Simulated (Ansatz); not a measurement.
## Pressure series in MoTe2

Take MoTe$_{2}$ in the 2H-MoS2 type structure (space group P6_3/mmc, No. 194; a = 3.4967 Å, c = 13.6973 Å; layered, stacked along the Cartesian z axis) as the base.

Cell and atoms are relaxed at each pressure.

All numbers come from DFT with PBE-D3(BJ), PAW potentials and a 420 eV plane-wave cutoff in Ansatz (a first-principles code), no SOC, earlier PAW set.

Before the change:

* **Band gap**: 0.60 eV

### Question
The aim is a band gap between 0.78 eV and 0.84 eV. Which of these changes reaches it?
A) pressure 4.5 GPa
B) pressure −2 GPa
C) pressure 22.5 GPa

### Answer
B, pressure −2 GPa. It gives 0.81 eV; pressure 4.5 GPa gives 0.23 eV; pressure 22.5 GPa gives zero. Changes not listed may reach it too

A case with no gap was solved on a k-mesh chosen for an insulator, which is coarse for it. With Te present, leaving out spin-orbit coupling can change the band edges. Load acts through the strain it causes; cell and atoms are relaxed under it. Stability against distortions was not tested. No other phases were tried under pressure. The final runs are not spin-polarised. The program warned that a D3 coordination switch lies within reach, so dispersion energies are less smooth here. The zero or small gap of MoTe2 under pressure 4.5 GPa and MoTe2 under pressure 22.5 GPa can change with the level of theory.
